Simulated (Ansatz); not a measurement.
TiC, response to strain

Consider TiC in the rock salt structure (space group Fm-3m, No. 225; relaxed with 0.1 eV smearing).

```xyz
2
Lattice="0.0000 2.1465 2.1465 2.1465 0.0000 2.1465 2.1465 2.1465 0.0000" Properties=species:S:1:pos:R:3 pbc="T T T"
C      0.0000     0.0000     0.0000
Ti     2.1465     2.1465     2.1465
```

Strains are applied to the cell and any free atomic positions relax.

Level of theory: Ansatz (an electronic-structure program) PBEsol, no spin-orbit coupling, earlier PAW set.

| isotropic strain (%) | pressure (GPa) |
|---|---|
| -5.76 | 67.7 |
| -1.24 | ? |
| 0 | 0.0 |
| 1.33 | -9.8 |
| 1.45 | -10.6 |
| 5.04 | -29.3 |

Problem. Fit P = P₀ − Bδ + Cδ² with δ = (1 + ε)³ − 1 to the rows shown and predict the withheld row.

Solution. Least squares on the printed values gives P₀ = 0.7 GPa, B = 298 GPa, C = 689 GPa (largest residual 0.7 GPa); this predicts 12.6 GPa, and the run gives 10.8 GPa, 1.8 lower.

Whether these cells are dynamically stable was not tested. The final runs are not spin-polarised.
